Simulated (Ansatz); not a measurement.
Consider Ag in the fcc (Cu type) structure (space group Fm-3m, No. 225; a = 4.054 Å; relaxed with 0.1 eV smearing). Axes: x, y, z lie along the cube axes.

All numbers come from Ansatz (an electronic-structure program), PBEsol, PAW, cutoff 420 eV, spin-orbit coupling left out.

Perturbation: uniaxial strain ε_zz = −4.96 %, all other strain components held at zero; the atoms relax in the strained cell.

Predict the stress tensor and what it implies for the stiffness.

Stress of the strained cell less that of the base (GPa, compression positive):
```
    6.5     0.0     0.0
    0.0     6.5     0.0
    0.0     0.0     8.4
```

Then −Δσ_ii/ε with ε = -0.0496 gives secant stiffness values (nonlinear terms included at this strain): C33 ≈ 169 GPa, C13 ≈ 131 GPa and C23 ≈ 131 GPa.

As a check, the harmonic strain energy −½ V₀ Δσ:ε is 22 meV/atom; the computed energy rise is 21 meV/atom.

Stability against distortions was not tested.
